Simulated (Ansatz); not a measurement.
The starting structures come from a database of crystals and need not be the phases stable at ambient conditions.

 Where the default PAW files enter, the runs use the earlier of Ansatz's two default sets.

Tunnelling through a barrier is set by its complex band structure: the current falls as exp(−2κd) with the smallest κ.

Input:

```yaml
crystal:
  lattice:
    - [4.67482, 0.00000, 0.00000]
    - [0.00000, 6.54765, 0.00000]
    - [0.00000, 0.00000, 7.06834]
  atoms:
    - { symbol: Bi, position: [0.04375, 0.36466, 0.75000] }
    - { symbol: Bi, position: [0.95625, 0.63534, 0.25000] }
    - { symbol: Bi, position: [0.54375, 0.13534, 0.25000] }
    - { symbol: Bi, position: [0.45625, 0.86466, 0.75000] }
    - { symbol: F, position: [0.63147, 0.83446, 0.43870] }
    - { symbol: F, position: [0.36853, 0.16554, 0.56130] }
    - { symbol: F, position: [0.13147, 0.66554, 0.56130] }
    - { symbol: F, position: [0.86853, 0.33446, 0.43870] }
    - { symbol: F, position: [0.86853, 0.33446, 0.06130] }
    - { symbol: F, position: [0.13147, 0.66554, 0.93870] }
    - { symbol: F, position: [0.36853, 0.16554, 0.93870] }
    - { symbol: F, position: [0.63147, 0.83446, 0.06130] }
    - { symbol: F, position: [0.39185, 0.47008, 0.25000] }
    - { symbol: F, position: [0.60815, 0.52992, 0.75000] }
    - { symbol: F, position: [0.89185, 0.02992, 0.75000] }
    - { symbol: F, position: [0.10815, 0.97008, 0.25000] }
```

Space group of this cell: Pnma. The cell is taken as given; by r2SCAN its mean pressure is 1.5 GPa.

Transport runs along the normal of the first two printed cell vectors.

The gap is the functional's own, uncorrected, and κ follows it; spin-orbit coupling is left out. Mid-gap values are interpolated between the computed energies.

Problem. Predict the band gap and the smallest decay constant κ at mid-gap from Ansatz (a quantum-chemistry and plane-wave program) with r2SCAN.

Solution. Gap 5.43 eV on a 6×6×4 mesh; κ = 0.445 1/Å, at (0.333, 0.000) of the in-plane reciprocal vectors. At the zone centre, at the nearest computed energy, the slowest state has κ = 0.48 1/Å.
